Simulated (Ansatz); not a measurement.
**HfC: pressure series**

The parent structure is HfC in the rock salt structure (space group Fm-3m, No. 225).

```
CELL_PARAMETERS angstrom
      0.00000     2.32035     2.32035
      2.32035     0.00000     2.32035
      2.32035     2.32035     0.00000
ATOMIC_POSITIONS crystal
  C  0.00000 0.00000 0.00000
  Hf 0.50000 0.50000 0.50000
```

Cell and atoms are relaxed at each pressure.

All numbers come from r2SCAN (Ansatz, a first-principles code), no spin-orbit coupling.

Notes on the quantities. enthalpy: H = E + PV relative to the base's energy.

```
change                 enthalpy  shortest interatomic distance
----------------  -------------  -----------------------------
base                          –                        2.320 Å
pressure −2 GPa   -0.16 eV/atom                        2.327 Å
pressure −1 GPa   -0.08 eV/atom                        2.324 Å
pressure 1.8 GPa  +0.14 eV/atom                        2.315 Å
pressure 4.2 GPa  +0.32 eV/atom                     (withheld)
pressure 9 GPa    +0.69 eV/atom                     (withheld)
pressure 18 GPa   +1.36 eV/atom                        2.271 Å
pressure 30 GPa   +2.22 eV/atom                     (withheld)
pressure 45 GPa   +3.25 eV/atom                     (withheld)
pressure 60 GPa   +4.25 eV/atom                        2.189 Å
```

Problem. Some entries are withheld; estimate them.

Solution. 
- pressure 4.2 GPa, shortest interatomic distance: 2.308 Å
- pressure 9 GPa, shortest interatomic distance: 2.294 Å
- pressure 30 GPa, shortest interatomic distance: 2.244 Å
- pressure 45 GPa, shortest interatomic distance: 2.214 Å

Load acts through the strain it causes; cell and atoms are relaxed under it. No phonon test of stability was made. No other phases were tried under pressure. All final runs are without spin polarisation.
